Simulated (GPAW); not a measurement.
A self-consistent single point of Cd3Te (I4/mmm, 4 atoms in the cell) with GPAW.

Level of theory: PBEsol, GPAW PAW datasets PBEsol (made by gpaw-setup) (plane waves; GPAW 25.7.0).

```
CELL_PARAMETERS angstrom
     -2.26263     2.26263     5.11413
      2.26263    -2.26263     5.11413
      2.26263     2.26263    -5.11413
ATOMIC_POSITIONS crystal
  Cd 0.75000 0.25000 0.50000
  Cd 0.25000 0.75000 0.50000
  Cd 0.50000 0.50000 0.00000
  Te 0.00000 0.00000 0.00000
```

Reference input (self-consistent single point, DFT PBEsol, plane waves, GPAW PAW datasets PBEsol (made by gpaw-setup)): mode = pw; ecut = 550 eV; xc = PBEsol; kpts = 6 6 6; mesh shift (steps) = 0 0 0; occupations.name = methfessel-paxton; occupations.width = 0.05 eV; occupations.order = 0; nbands = -12; convergence.density = 1e-05 e/electron; convergence.energy = 1e-05 eV/electron; symmetry.symmorphic = false. This run's input differs from it in these lines:

```diff
@@ -14,3 +14,3 @@
 
-calc = GPAW(mode=PW(550),
+calc = GPAW(mode=PW(385),
             xc='PBEsol',
```

The program printed (abridged):

```
     iter     time        total  log10-change:
                         energy   eigst   dens
iter:   1 --:--:--    -7.054922
iter:   2 --:--:--    -7.006951   -2.52  -1.45
iter:   3 --:--:--    -6.846522   -2.26  -1.48
iter:   4 --:--:--    -6.855542   -2.84  -1.69
iter:   5 --:--:--    -6.829690   -3.60  -1.86
iter:   6 --:--:--    -6.828847   -5.22  -2.67
iter:   7 --:--:--    -6.825105   -3.99  -2.75
iter:   8 --:--:--    -6.825083   -5.14  -3.21
iter:   9 --:--:--    -6.825033c  -5.51  -3.36
iter:  10 --:--:--    -6.825095c  -5.94  -3.60
iter:  11 --:--:--    -6.825051c  -6.55  -4.15
iter:  12 --:--:--    -6.825040c  -7.04  -4.18
iter:  13 --:--:--    -6.825037c  -7.57c -4.28
iter:  14 --:--:--    -6.825035c  -7.79c -4.32
iter:  15 --:--:--    -6.825029c  -7.11  -4.34
iter:  16 --:--:--    -6.825028c  -8.51c -4.71
iter:  17 --:--:--    -6.825026c  -7.78c -4.76
iter:  18 --:--:--    -6.825026c  -8.84c -5.06c
Converged after 18 iterations.

Dipole moment: (0.000000, -0.000000, -0.000000) |e|*Ang

Energy contributions relative to reference atoms: (reference = -641018.839627)

Kinetic:        +17.741684
Potential:      -15.089541
External:        +0.000000
XC:             -10.349596
Entropy (-ST):   -0.000862
Local:           +0.872858
SIC:             +0.000000
--------------------------
Free energy:     -6.825457
Extrapolated:    -6.825026

Showing only first 2 kpts
 Kpt  Band  Eigenvalues  Occupancy
  0    19      4.07020    2.00000
  0    20      5.81325    2.00000
  0    21      7.78531    0.00000
  0    22      7.78535    0.00000

  1    19      4.34495    2.00000
  1    20      5.76155    2.00000
  1    21      6.08296    2.00000
  1    22      6.92334    0.00000

Fermi level: 6.30988

No gap
No difference between direct/indirect transitions
Energy (eV): -6.825026

Forces in eV/Ang:
  0 Cd    0.00000    0.00000    0.00000
  1 Cd   -0.00000   -0.00000    0.00000
  2 Cd   -0.00000   -0.00000    0.00000
  3 Te    0.00000    0.00000   -0.00000

Stress tensor:
     0.048181     0.000000     0.000000
     0.000000     0.048181     0.000000
     0.000000     0.000000     0.036026
Stress (GPa, Voigt): [7.7194 7.7194 5.772  0.     0.     0.    ]
```

The run converged in 18 iterations. GPAW prints stress with tension positive. Against the reference run the free energy rises by 103 meV/atom and the pressure goes from -4.17 to -7.07 GPa.

The starting cell comes from a database of computed structures (which also holds hypothetical and non-ambient phases and stackings), without a prior relaxation at this level. The run gives no clean gap (levels at the Fermi energy touch, overlap or are partly filled at this smearing), which alone does not show that the compound is a metal.

Cost on one core of a shared machine: roughly 40 s.
